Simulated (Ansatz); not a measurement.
Results of r²SCAN+rVV10 in Ansatz (PAW) for SnO (model structure, started from the 6H type, P6₃mc, No. 186, 12 atoms in the cell).

Run with plane-wave cutoff 560 eV, 18×18×4 k mesh (along the axes of the cell as run), Fermi–Dirac smearing 0.05 eV, scalar-relativistic PAW data made under PBE.

Cell (relaxed at this level):

```cif
data_O6Sn6
_chemical_formula_sum 'Sn6 O6'
_space_group_name_H-M_alt 'P 1'
_space_group_IT_number 1
_cell_length_a 3.27693
_cell_length_b 3.27693
_cell_length_c 26.14679
_cell_angle_alpha 90.000
_cell_angle_beta 90.000
_cell_angle_gamma 120.000
loop_
_space_group_symop_operation_xyz
  'x, y, z'
loop_
_atom_site_label
_atom_site_type_symbol
_atom_site_fract_x
_atom_site_fract_y
_atom_site_fract_z
_atom_site_occupancy
Sn1 Sn 0.00000 0.00000 0.00080 1
Sn2 Sn 0.00000 0.00000 0.50080 1
Sn3 Sn 0.66667 0.33333 0.83356 1
Sn4 Sn 0.33333 0.66667 0.33356 1
Sn5 Sn 0.66667 0.33333 0.16724 1
Sn6 Sn 0.33333 0.66667 0.66724 1
O1 O 0.00000 0.00000 0.87372 1
O2 O 0.00000 0.00000 0.37372 1
O3 O 0.66667 0.33333 0.70742 1
O4 O 0.33333 0.66667 0.20742 1
O5 O 0.66667 0.33333 0.04095 1
O6 O 0.33333 0.66667 0.54095 1
```

**Question.** Give the computed band gap, smallest direct gap on the k points sampled and Γ–Γ gap.

**Answer.** 
band gap: 1.46 eV
smallest direct gap on the k points sampled: 1.86 eV
Γ–Γ gap: 2.61 eV

Note: the relaxation could raise the start's symmetry but not lower it, so the cell can be a saddle point.

Spin–orbit coupling is not included.

The computed numbers hold no vibrational or temperature effects.

A model structure was made by putting elements into a prototype or built by hand; it is no filed structure, need not be a known phase, and can be a saddle point held by its symmetry.

Ansatz is a first-principles code.
